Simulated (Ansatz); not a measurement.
AlAs under load (space group I-4m2), PBE with spin-orbit coupling, rigid bands (Ansatz, a quantum-chemistry and plane-wave program). Condition of this run: biaxial stress in (001) of -3.6 GPa (compression positive) (the target of the relaxation). Band gap 1.03 eV, N_c = 8.33e18 cm⁻³ and N_v = 4.83e18 cm⁻³ at 300 K, conductivity masses along z (a = (0.00, 2.94, 2.72) Å; b = (2.94, 0.00, 2.72) Å; c = (2.94, 2.94, 0.00) Å) of 1.30 mₑ (electrons) and 0.193 mₑ (holes). Take k_BT = 0.02585 eV.

Problem. What thermal injection velocity √(2k_BT/πm) limits a ballistic channel along the direction named?

Solution. 4.72e6 cm/s for electrons and 1.22e7 cm/s for holes, a ratio of √(m_h/m_e) = 0.385, for dilute carriers.

Problem. Find the intrinsic carrier density and the intrinsic Fermi level.

Solution. n_i = √(N_c N_v) exp(−E_g/2k_BT) = 6.34e18 × exp(−19.92) = 1.4e10 cm⁻³. The level lies (k_BT/2) ln(N_v/N_c) = -7 meV from mid-gap (positive towards the conduction band). Each 0.1 eV added to the gap lowers n_i by a factor of 6.9.

Problem. What built-in voltage has an abrupt junction with N_A = 1e17 and N_D = 1e18 cm⁻³, all dopants ionised?

Solution. V_bi = E_g/e − (k_BT/e) ln(N_c N_v/(N_A N_D)) = 1.03 − 0.02585 × 6.00 = 0.87 V, for the computed gap.

Rigid bands with the computed gap; masses take one relaxation time for all states. Geometry: cell and atoms relaxed with PBEsol.
